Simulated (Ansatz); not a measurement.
**Effect of Cu → Ag on ZnCu2SnS4**

Consider ZnCu2SnS4 (space group I-4, No. 82; a = 5.414 Å, c = 10.823 Å).

It is then changed as follows: Ag takes the place of Cu on all its sites; the structure is relaxed again.

Calculations: DFT with r2SCAN, PAW potentials and a 500 eV plane-wave cutoff in Ansatz (a quantum-chemistry and plane-wave program), no spin-orbit coupling, earlier PAW set. Settings: 8×8×8 k-points, 0.05 eV Fermi–Dirac smearing, for the changed cell.

Volume per atom: 22.99 Å³ (base 19.83 Å³)
Lattice parameter a: 5.819 Å (base 5.414 Å)
c/a ratio: 1.867 (base 1.999)
Space group: I-4 (No. 82) (base I-4 (No. 82))
Band gap: 0.96 eV (base 0.47 eV)
Gap character: direct at Γ (base direct at Γ)
Electron mass: 0.14 mₑ along c, 0.16 mₑ across (at Γ) (base 0.11 mₑ (at Γ))
Hole mass: 0.17 mₑ along c, 1.1 mₑ across (at Γ) (base 0.12 mₑ along c, 0.81 mₑ across (at Γ))
Valence-band top at Γ (three highest levels, from the VBM): 0.00, -0.22, -0.22 eV (base 0.00, -0.07, -0.07 eV)

Cost of the whole job for the changed cell (relaxation, final SCF and bands): around 30 core-minutes (rough).

Effective masses come from finite differences of ±0.01 Å⁻¹. No phonon test of stability was made. As relaxed here, ZnAg2SnS4 is a hypothetical phase, not in the database extracts checked. The final runs are not spin-polarised.
